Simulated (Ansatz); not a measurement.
The reference is AlN in the wurtzite structure (space group P6_3mc, No. 186; a = 3.107 Å, c = 4.978 Å).

Computed with Kohn–Sham DFT with the r2SCAN functional, run in Ansatz (a program for electronic structure) with PAW and 500 eV plane waves, no spin-orbit coupling, earlier PAW set.

Before the change:

The density is 3.27 g/cm³ and the valence-band top at Γ comes out as 0.00, -0.22, -0.22 eV. The width of the top valence band comes out as 2.41 eV.

Now apply this change: cell and atoms relaxed at a pressure of 15 GPa.

Problem. Predict the new density, valence-band top at Γ, mean gap deformation potential ΔEg/Δln V, electron mass and width of the top valence band.

Solution. The density increases by 0.214 g/cm³ (3.27 g/cm³ → 3.49 g/cm³); the valence-band top at Γ (three highest levels, from the VBM) goes from 0.00, -0.22, -0.22 eV to 0.00, -0.30, -0.30 eV; the mean gap deformation potential ΔEg/Δln V amounts to -8.8 eV; the electron mass amounts to 0.33 mₑ (at Γ); the width of the top valence band rises by 0.13 eV to 2.54 eV.

Load acts through the strain it causes; cell and atoms are relaxed under it. Effective masses come from finite differences of ±0.01 Å⁻¹. Stability against distortions was not tested. Measured, AlN leaves this structure (for rock salt) near 14 GPa (temperature not stated; as listed in Datta, Sujoy, Jana, Debnarayan, arXiv (2020)), on rising pressure, with hysteresis.
